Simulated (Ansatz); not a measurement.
SiO2 (P4₁2₁2, No. 92), treated with LDA (Ansatz, a quantum-chemistry and plane-wave program, plane waves, PAW).

Numerical settings: plane-wave cutoff 520 eV, 8×8×6 k mesh (along the axes of the cell as run), Fermi–Dirac smearing 0.01 eV, scalar-relativistic PAW data made under PBE.

The cell is scaled about its equilibrium volume:

Shape and atoms are relaxed at each volume.

```json
[
 {"V (Å³/atom)": "13.439", "P (GPa)": "0.48", "direct gap at Γ (eV)": "5.623", "c (Å)": "6.756", "a (Å)": "4.886"},
 {"V (Å³/atom)": "13.719", "P (GPa)": "0.22", "direct gap at Γ (eV)": "5.587", "c (Å)": "6.813", "a (Å)": "4.915"},
 {"V (Å³/atom)": "13.999", "P (GPa)": "0.00", "direct gap at Γ (eV)": "5.554", "c (Å)": "6.870", "a (Å)": "4.945"},
 {"V (Å³/atom)": "14.279", "P (GPa)": "-0.22", "direct gap at Γ (eV)": "5.521", "c (Å)": "6.927", "a (Å)": "4.974"},
 {"V (Å³/atom)": "14.559", "P (GPa)": "-0.42", "direct gap at Γ (eV)": "5.489", "c (Å)": "6.980", "a (Å)": "5.003"}
]
```

A straight line through the gaps at Γ against ln V gives a volume deformation potential dE_g(Γ)/d ln V of -1.7 eV: the gap at Γ widens under compression.
